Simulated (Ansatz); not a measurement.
Density of states of TiPt (Pm-3m) near the Fermi level, PBEsol, rigid bands (Ansatz, a first-principles code).

```
E − E_F (eV)  states/eV/cell
------------  --------------
-1.95                   0.82
-1.85                   0.77
-1.75                   0.72
-1.65                   0.58
-1.55                   0.44
-1.45                   0.37
-1.35                   0.39
-1.25                   0.43
-1.15                   0.59
-1.05                   1.10
-0.95                   1.35
-0.85                   1.44
-0.75                   1.52
-0.65                   1.53
-0.55                   1.62
-0.45                   1.75
-0.35                   1.92
-0.25                   2.15
-0.15                   2.49
-0.05                   2.82
0.05                    2.58
0.15                    3.06
0.25                    4.26
0.35                    4.21
0.45                    3.90
0.55                    3.76
0.65                    4.40
0.75                    5.51
0.85                    3.99
0.95                    2.42
1.05                    2.15
1.15                    1.80
1.25                    1.54
1.35                    1.38
1.45                    1.44
1.55                    1.60
1.65                    1.78
1.75                    2.10
1.85                    2.91
1.95                    3.79
```

With 2 atoms a cell, what bare Sommerfeld coefficient γ = (π²/3) k_B² N(E_F) follows?

N(E_F) ≈ 2.6 states/eV a cell at 300 K, so γ ≈ 3.1 mJ/(mol of atoms·K²), before many-body enhancement (phonons, spin fluctuations, correlation).

How far does the Fermi level move in a rigid band for 0.1 electron a cell added or removed?

38 meV and -37 meV.

A metal at this level (no band gap); rigid bands, thermally averaged at 300 K, both spins. Spin-orbit coupling is left out, which matters with elements this heavy. Geometry: cell and atoms relaxed with PBEsol.

Formula and space group known from diffraction (Crystallography Open Database), not checked to be the room-temperature form: TiPt (Pm-3m).
